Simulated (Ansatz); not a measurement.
LiNbO₃ (model structure, started from the 2H-BaNiO3 type, P6₃/mmc, No. 194, 10 atoms in the cell) was calculated with PBEsol (plane waves, PAW; Ansatz, a program for electronic structure).

Run with plane-wave cutoff 500 eV, 12×12×8 k mesh (along the axes of the cell as run), Fermi–Dirac smearing 0.05 eV, no spin polarisation, scalar-relativistic PAW data made under PBE.

Cell (relaxed at this level):

```cif
data_Li2Nb2O6
_chemical_formula_sum 'Li2 Nb2 O6'
_space_group_name_H-M_alt 'P 1'
_space_group_IT_number 1
_cell_length_a 5.43674
_cell_length_b 5.43674
_cell_length_c 5.36111
_cell_angle_alpha 90.000
_cell_angle_beta 90.000
_cell_angle_gamma 120.000
loop_
_space_group_symop_operation_xyz
  'x, y, z'
loop_
_atom_site_label
_atom_site_type_symbol
_atom_site_fract_x
_atom_site_fract_y
_atom_site_fract_z
_atom_site_occupancy
Li1 Li 0.33333 0.66667 0.75000 1
Li2 Li 0.66667 0.33333 0.25000 1
Nb1 Nb 0.00000 0.00000 0.00000 1
Nb2 Nb 0.00000 0.00000 0.50000 1
O1 O 0.15699 0.31397 0.25000 1
O2 O 0.68603 0.84301 0.25000 1
O3 O 0.15699 0.84301 0.25000 1
O4 O 0.84301 0.68603 0.75000 1
O5 O 0.31397 0.15699 0.75000 1
O6 O 0.84301 0.15699 0.75000 1
```

### Question
What does this level give for the band gap?

### Answer

- band gap = 1.71 eV (on the SCF k mesh)

Note: the relaxation could raise the start's symmetry but not lower it, so the cell can be a saddle point.

Spin–orbit coupling is not included.

Static lattice: no zero-point or thermal effects.

Computing time: roughly 4 core-minutes.

A model structure was made by putting elements into a prototype or built by hand; it is no filed structure, need not be a known phase, and can be a saddle point held by its symmetry.
